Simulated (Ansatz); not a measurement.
We consider cubic perovskite KMgF3, described by LDA (PAW; Ansatz, a quantum-chemistry and plane-wave program).

Settings: plane-wave cutoff 520 eV, 6×6×6 k mesh, perturbation theory, scalar-relativistic PAW data made under PBE.

Cell (relaxed at this level):

```cif
data_F3KMg
_chemical_formula_sum 'K1 Mg1 F3'
_space_group_name_H-M_alt 'Pm-3m'
_space_group_IT_number 221
_space_group_name_Hall '-P 4 2 3'
_cell_length_a 3.90819
_cell_length_b 3.90819
_cell_length_c 3.90819
_cell_angle_alpha 90.000
_cell_angle_beta 90.000
_cell_angle_gamma 90.000
loop_
_atom_site_label
_atom_site_type_symbol
_atom_site_symmetry_multiplicity
_atom_site_Wyckoff_symbol
_atom_site_fract_x
_atom_site_fract_y
_atom_site_fract_z
_atom_site_occupancy
K1 K 1 a 0.00000 0.00000 0.00000 1
Mg1 Mg 1 b 0.50000 0.50000 0.50000 1
F1 F 3 c 0.00000 0.50000 0.50000 1
```

What does this level give for the high-frequency dielectric constant and dielectric constant ε0 (ions relaxed)?


* **high-frequency dielectric constant**: 2.16
* **dielectric constant ε0 (ions relaxed)**: 6.63

Measured, for comparison: high-frequency dielectric constant 1.85 (room temperature, no zero-point or thermal correction; as tabulated in Dubrovin et al. (2021), arXiv:2110.13026); static dielectric constant 5.39 (room temperature, no zero-point or thermal correction, our sources range from 5.39 to 6.97; as tabulated in Dubrovin et al. (2021), arXiv:2110.13026). Computed (rounded) less measured: high-frequency dielectric constant +17 %, static dielectric constant not scored (sources differ).
